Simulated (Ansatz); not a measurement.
## How far PBE and PBEsol part for hypothetical P-3m1 Be3P2, biaxial strain −1.95 %, plane normal [001], relaxed out of plane

The reference is Be₃P₂ (space group P-3m1, No. 164; a = 3.4929 Å, c = 5.7317 Å; a hypothetical phase, not in the database extracts checked). Axes: x lies along a and z along c of the hexagonal cell.

(Cell as relaxed with PBE.)

Levels (all Ansatz, a quantum-chemistry and plane-wave program, PAW): PBE (420 eV, no spin-orbit coupling); PBEsol (420 eV, without spin-orbit coupling).

Each level relaxes its own structure.

```json
[
 {"base": "volume per atom", "PBE": "12.11 Å³", "PBEsol": "11.87 Å³"},
 {"base": "lattice parameter a", "PBE": "3.493 Å", "PBEsol": "3.468 Å"},
 {"base": "band gap", "PBE": "zero", "PBEsol": "zero"}
]
```

It is then changed as follows: compressive biaxial strain of 1.95 % in the plane normal to [001], as in epitaxy on a mismatched substrate; the out-of-plane cell vector and the atoms relax.

| quantity | PBE | PBEsol |
|---|---|---|
| volume per atom | 11.70 Å³ | [?] |
| pressure (mean of the normal stresses, compression positive) | 3.5 GPa | [?] |

**Question.** Given the PBE results, estimate those of PBEsol.

**Answer.** 
- volume per atom, PBEsol: 11.46 Å³
- pressure (mean of the normal stresses, compression positive), PBEsol: 3.6 GPa

PBE's volume per atom lies 0.232 Å³ above PBEsol's (2.0 %). Neither level is exact; PBEsol is the comparison here, not a measurement.

Without a gap, meshes like the base's 15×15×8 leave anisotropic stresses uncertain by several tenths of a GPa, and small strain energies with them. No phonon test of stability was made. All final runs are without spin polarisation. The zero or small gap of Be3P2 can change with the level of theory.
